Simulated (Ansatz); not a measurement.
# Response to strain in SiC

Base system: SiC in the zinc blende structure (space group F-43m, No. 216; a = 4.3563 Å). Axes: x, y, z lie along the cube axes.

Strains are applied to the cell and any free atomic positions relax; under biaxial strain the out-of-plane vector relaxes too.

The values are results of Kohn–Sham DFT with the r2SCAN functional, run in Ansatz (a quantum-chemistry and plane-wave program) with PAW and 500 eV plane waves, without spin-orbit coupling, not measurements.

```csv
"biaxial strain, plane normal [001], relaxed out of plane (%)",out-of-plane strain (%)
0,0.00
0.5,-0.33
1,-0.66
1.5,-0.99
2,-1.33
2.5,?
3,-2.01
```

Q: Fit ε⊥ = −νε + γε² (strains in %) to the rows shown and predict the withheld row.

A: Least squares on the printed values gives ν = 0.65 (the biaxial Poisson response) and γ = -0.005 (largest residual 0.00 %); this predicts -1.67 %, and the run gives -1.67 %, in agreement.

Whether these cells are dynamically stable was not tested.
